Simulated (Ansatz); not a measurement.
System: L1₂ (Cu3Au-type) Ni₃Al. Method: PBE-D4 (Ansatz, a first-principles code, PAW).

Numerical settings: plane-wave cutoff 520 eV, 16×16×16 k mesh, Fermi–Dirac smearing 0.05 eV, spin-polarised with parallel moments, scalar-relativistic PAW data made under PBE.

Pressure at four volumes; x = ln(V/10.985 Å³). One pressure is withheld.

| V (Å³/atom) | x | P (GPa) |
|---|---|---|
| 10.326 | -0.0619 | ? |
| 10.545 | -0.0409 | 8.91 |
| 10.985 | 0.0000 | 0.00 |
| 11.644 | 0.0583 | -10.12 |

**Question.** Pass a parabola P(x) through the three rows shown, estimate the bulk modulus and its pressure derivative near zero pressure, and predict the withheld pressure.

**Answer.** Slopes between the rows: (0.00 − (8.91))/(0.0000 − (-0.0409)) = -217.85 and (-10.12 − (0.00))/(0.0583 − (0.0000)) = -173.58 GPa. Their difference over the span 0.0992 is c = 44.27/0.0992 = 446.3 GPa, so P(x) = 8.91 + (-217.85)(x − (-0.0409)) + 446.3 (x − (-0.0409))(x − (0.0000)). At the middle row B = −dP/dx = −[-217.85 + 446.3 × 0.0409] = 199.6 GPa, and B′ = dB/dP = 2c/B = 4.5. At x = -0.0619 the parabola gives 14.06 GPa; the run gives 14.18 GPa. The Birch–Murnaghan fit to the energies at all volumes has B0 = 199 GPa and B′ = 4.6.

Measured, for comparison: bulk modulus 174 GPa (temperature not stated, no zero-point or thermal correction; as tabulated in Zarkevich et al. (2023), arXiv:2304.06869). Computed (rounded) less measured: bulk modulus +14 %.
